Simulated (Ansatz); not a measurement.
Take BN in the wurtzite structure (space group P6_3mc, No. 186; a = 2.5232 Å, c = 4.1751 Å) as the base. Axes: x lies along a and z along c of the hexagonal cell.

Calculations: LDA (Ansatz, a program for electronic structure), scalar-relativistic without spin-orbit coupling.

It is then changed as follows: a pure shear with ε_xz = ε_zx = 0.0133, atoms relaxed at fixed cell.

**Question.** Predict the stress tensor and what it implies for the stiffness.

**Answer.** Stress of the strained cell less that of the base (GPa, compression positive):
```
   0.00    0.00   -9.18
   0.00    0.13    0.00
  -9.18    0.00    0.20
```

Then −Δσ/γ with γ = 2ε = 0.0266 gives secant stiffness values (nonlinear terms included at this strain): C55 ≈ 345 GPa.

As a check, the harmonic strain energy −½ V₀ Δσ:ε is 4.4 meV/atom; the computed energy rise is 4.4 meV/atom.

No phonon test of stability was made.
